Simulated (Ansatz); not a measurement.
Input:

```
CELL_PARAMETERS angstrom
      3.81312     0.00000     0.00000
      1.90656     3.30226     0.00000
      1.90656    -1.10075     3.03734
ATOMIC_POSITIONS crystal
  Co 0.00000 0.00000 0.00000
  Si 0.49508 0.25246 0.75738
  Si 0.50492 0.74754 0.24262
```

No spin polarisation.

Calculations: r2SCAN in Ansatz (plane waves to 500 eV, PAW, no spin-orbit coupling). k-mesh 19×19×19 (Γ-centred); smearing 0.1 eV (Fermi–Dirac).

Predict the pressure and band gap.


- Pressure (mean of the normal stresses, compression positive): -3.4 GPa
- Band gap: zero

The cells carry an imposed strain or load. Whether these cells are dynamically stable was not tested. All final runs are without spin polarisation. The cell was made from CoSi2 (space group Fm-3m, No. 225; non-magnetic) by this change: biaxial strain +1.45 %, plane normal [111], relaxed out of plane.

Ansatz is a program for electronic structure.
